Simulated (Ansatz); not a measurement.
**Short convergence ladders for TaOs₃ (P4mm, 4 atoms in the cell)**

```
CELL_PARAMETERS angstrom
      3.90322     0.00000     0.00000
      0.00000     3.90322     0.00000
      0.00000     0.00000     3.90322
ATOMIC_POSITIONS crystal
  Ta 0.00000 0.00000 0.01281
  Os 0.00000 0.50000 0.50000
  Os 0.50000 0.00000 0.50000
  Os 0.50000 0.50000 0.00000
```

Base method: LDA (PW92), default PAW files made with PBE (plane waves; Ansatz, a program for electronic structure).

Base settings: basis.ecutwfc = 30.9 Ry; kpoints.mp_grid.grid = 9 9 9; hamiltonian.xc = lda; hamiltonian.pseudopotentials = {kind: paw} (the program's default PAW files); scf.occupations.method = gaussian; scf.occupations.width = 0.0073 Ry.

The count of work is k-points × plane waves × bands × iterations; it is no time. Core times come from one kind of shared machine, to one figure; runs under 30 s give none.

**The width of Fermi-Dirac smearing**

In this ladder: kpoints.mp_grid.grid = 15 15 15; scf.occupations.method = fermi_dirac.

Narrow widths need finer meshes than wide ones, so the last steps can hold mesh noise.

Only quantities that move along the ladder and can be compared are tabulated; pressure and forces are left out, as mesh noise rules them at narrow widths.

```tsv
scf.occupations.width	free energy less the last step's (meV/atom)	energy extrapolated to zero width less the last step's (meV/atom)
0.0735 Ry	-1390.20	-5.81
0.0367 Ry	-353.11	-15.93
0.022 Ry	-131.79	-8.05
0.0147 Ry	-59.24	-2.81
0.0073 Ry	-11.99	0.04
0.0037 Ry	0.00	0.00
```

Widest scf.occupations.width that holds the energy extrapolated to zero width within 2 meV/atom of the last step, with all finer ones: 0.0073 Ry; the step before is off by 2.8 meV/atom.

Widest scf.occupations.width that holds the free energy within 5 meV/atom: not settled: the last two steps still differ by 12 meV/atom, over half the tolerance, so the ladder does not show it.

The extrapolation to zero width removes most of the smearing's effect on the energy.

**The width of Methfessel-Paxton smearing**

In this ladder: kpoints.mp_grid.grid = 15 15 15; scf.occupations.method = methfessel_paxton.

Narrow widths need finer meshes than wide ones, so the last steps can hold mesh noise.

Only quantities that move along the ladder and can be compared are tabulated; pressure and forces are left out, as mesh noise rules them at narrow widths.

| scf.occupations.width | free energy less the last step's (meV/atom) |
|---|---|
| 0.0735 Ry | -10.58 |
| 0.0367 Ry | -1.88 |
| 0.022 Ry | 0.20 |
| 0.0147 Ry | 0.30 |
| 0.0073 Ry | 0.03 |
| 0.0037 Ry | 0.00 |

Widest scf.occupations.width that holds the free energy within 0.5 meV/atom of the last step, with all finer ones: 0.022 Ry; the step before is off by 1.9 meV/atom.

**The mesh under tetrahedron occupations**

In this ladder: scf.occupations.method = tetrahedron; scf.occupations.width = default.

Only quantities that move along the ladder and can be compared are tabulated.

```csv
kpoints.mp_grid.grid,free energy less the last step's (meV/atom),pressure (GPa),largest difference of a force vector from the last step's (eV/Å),count of work / last,core time / last (rough)
4 4 4,-18.48,-8.58,0.017,0.029,–
5 5 5,7.26,-8.54,0.020,0.025,–
6 6 6,-0.96,-8.61,0.013,0.063,–
7 7 7,-2.58,-8.68,0.013,0.063,–
8 8 8,0.57,-8.60,0.013,0.12,–
10 10 10,1.28,-8.65,0.015,0.20,–
13 13 13,0.11,-8.73,0.002,0.31,0.3
16 16 16,-0.19,-8.75,0.003,0.64,0.7
20 20 20,0.00,-8.76,0.000,1.0,1
```

Coarsest kpoints.mp_grid.grid that holds the forces within 0.01 eV/Å of the last step, with all finer ones: 13 13 13, at 0.31 of the last step's count of work and about 0.3 of the last step's time; the step before is off by 0.015 eV/Å.

Coarsest kpoints.mp_grid.grid that holds the free energy within 2 meV/atom of the last step, with all finer ones: 8 8 8, at 0.12 of the last step's count of work; the step before is off by 2.6 meV/atom.

Coarsest kpoints.mp_grid.grid that holds the pressure within 0.05 GPa of the last step, with all finer ones: 13 13 13, at 0.31 of the last step's count of work and about 0.3 of the last step's time; the step before is off by 0.11 GPa.

On the base run: the starting cell comes from a database of computed structures (which also holds hypothetical and non-ambient phases and stackings), without a prior relaxation at this level. Its lattice was rescaled by up to half a per cent. One atom was moved a little off its site on purpose. Spin polarisation is off. In the base run, with a pressure of about -9 GPa the cell is away from its equilibrium volume at this level. Ansatz's pressure includes its estimate of the finite-basis (Pulay) stress.

Left out of this page: 4 runs of the series outside the window shown, repeating another row's setting, or not comparable.

Keys are those of Ansatz 0.2.
